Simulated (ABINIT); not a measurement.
ABINIT run on GaN (F-43m, 2 atoms in the cell): self-consistent single point.

Computed with PBE, spin-orbit coupling, PAW (JTH v2.0 PBE PAW) (plane waves; ABINIT 10.0.3).

```
CELL_PARAMETERS angstrom
      0.00000     2.27806     2.27806
      2.27806     0.00000     2.27806
      2.27806     2.27806     0.00000
ATOMIC_POSITIONS crystal
  Ga 0.00000 0.00000 0.00000
  N  0.75000 0.75000 0.75000
```

Reference input (self-consistent single point, DFT, PBE, plane waves, PAW (JTH v2.0 PBE PAW)): pseudos = [Ga.GGA_PBE-JTH.xml, N.GGA_PBE-JTH.xml]; ecut = 52 Ry; pawecutdg = 104 Ry; pawxcdev = 0; occopt = 1; ngkpt = 6 6 6; nshiftk = 1; shiftk = 0 0 0; potentials = JTH v2.0 PBE PAW; nband = 11; kptopt = 1; nstep = 60. This run's input differs from it in these lines:

```diff
@@ -19,5 +19,7 @@
 pawxcdev 0
+nspinor 2
+nspden 1
 occopt 1
-nband 11
-kptopt 1
+nband 22
+kptopt 4
 ngkpt 6 6 6
```

Output (repeated stretches shortened):

```
--- !BeginCycle
solver: {iscf: 17, nstep: 60, nline: 4, wfoptalg: 10, }
tolerances: {tolvrs: 1.00E-12, }
...

     iter   Etot(hartree)      deltaE(h)  residm     nres2
 ETOT  1  -88.916427578766    -8.892E+01 6.246E-01 2.717E+01
 ETOT  2  -89.151868310231    -2.354E-01 7.947E-02 1.147E+01
 ETOT  3  -89.138375239520     1.349E-02 1.665E-02 6.651E-01
 ETOT  4  -89.139337531565    -9.623E-04 1.674E-03 1.053E-01
 ETOT  5  -89.139127220852     2.103E-04 5.423E-04 6.551E-03
   [... 10 lines left out ...]
 ETOT 16  -89.139196650721     9.948E-14 1.131E-09 7.322E-11
 ETOT 17  -89.139196650721     1.990E-13 6.623E-10 8.074E-12
 ETOT 18  -89.139196650722    -4.263E-13 2.675E-10 2.348E-12
 ETOT 19  -89.139196650722    -9.521E-13 1.534E-10 4.426E-13
 At SCF step   19       nres2   =  4.43E-13 < tolvrs=  1.00E-12 =>converged.

 Cartesian components of stress tensor (hartree/bohr^3)
  sigma(1 1)=  1.76472521E-05  sigma(3 2)=  0.00000000E+00
  sigma(2 2)=  1.76472521E-05  sigma(3 1)=  0.00000000E+00
  sigma(3 3)=  1.76472521E-05  sigma(2 1)=  0.00000000E+00

 ----iterations are completed or convergence reached----

 reduced coordinates (array xred) for    2 atoms
       0.000000000000      0.000000000000      0.000000000000
       0.750000000000      0.750000000000      0.750000000000
 cartesian forces (eV/Angstrom) at end:
    1     -0.00000000000000    -0.00000000000000    -0.00000000000000
    2     -0.00000000000000    -0.00000000000000    -0.00000000000000
 frms,max,avg= 0.0000000E+00 0.0000000E+00   0.000E+00  0.000E+00  0.000E+00 e/A
   [... lines left out ...]
 Fermi (or HOMO) energy (eV) =   5.40346   Average Vxc (eV)= -10.60258
   [... lines left out ...]
local_psp           : -6.57812554195089E+01
total_energy        : -8.91391964043981E+01
total_energy_eV     : -2.42560089033201E+03
...

-Cartesian components of stress tensor (GPa)         [Pressure= -5.1920E-01 GPa]
- sigma(1 1)=  5.19199994E-01  sigma(3 2)=  0.00000000E+00
- sigma(2 2)=  5.19199994E-01  sigma(3 1)=  0.00000000E+00
- sigma(3 3)=  5.19199994E-01  sigma(2 1)=  0.00000000E+00

 Calculation completed.
```

The run converged in 19 iterations. Against the reference run the pressure moves little (-0.50 to -0.52 GPa) and the gap on the mesh hardly changes (1.503 to 1.499 eV).

The starting cell comes from a database of computed structures (which also holds hypothetical and non-ambient phases and stackings), without a prior relaxation at this level. Its lattice was rescaled by a random factor within 2.5 % of one.

Cost on one core of a shared machine: roughly 2 min.
